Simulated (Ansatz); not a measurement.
# FePt (space group P4/mmm, No. 123; ferromagnetic)

```cif
data_FePt
_chemical_formula_sum 'Fe1 Pt1'
_space_group_name_H-M_alt 'P 1'
_space_group_IT_number 1
_cell_length_a 2.73386
_cell_length_b 2.73386
_cell_length_c 3.72096
_cell_angle_alpha 90.000
_cell_angle_beta 90.000
_cell_angle_gamma 90.000
loop_
_space_group_symop_operation_xyz
  'x, y, z'
loop_
_atom_site_label
_atom_site_type_symbol
_atom_site_fract_x
_atom_site_fract_y
_atom_site_fract_z
_atom_site_occupancy
Fe1 Fe 0.50000 0.50000 0.50000 1
Pt1 Pt 0.00000 0.00000 0.00000 1
```

Method: Ansatz (an electronic-structure program), r2SCAN, PAW, cutoff 500 eV, spin-orbit coupling left out. Γ-centred 17×17×13 mesh, Fermi–Dirac width 0.05 eV.

The volume per atom is 13.91 Å³ and the density is 14.98 g/cm³. The band gap is zero, the magnetic state comes out as ferromagnetic and the total energy comes out as -8511.681 eV/atom (σ→0; compares only within this code and set-up).

The magnetic state is the one reached from the starting moments; the real material's order can differ, and small cells can't hold many antiferromagnetic ones. No phonon test of stability was made.
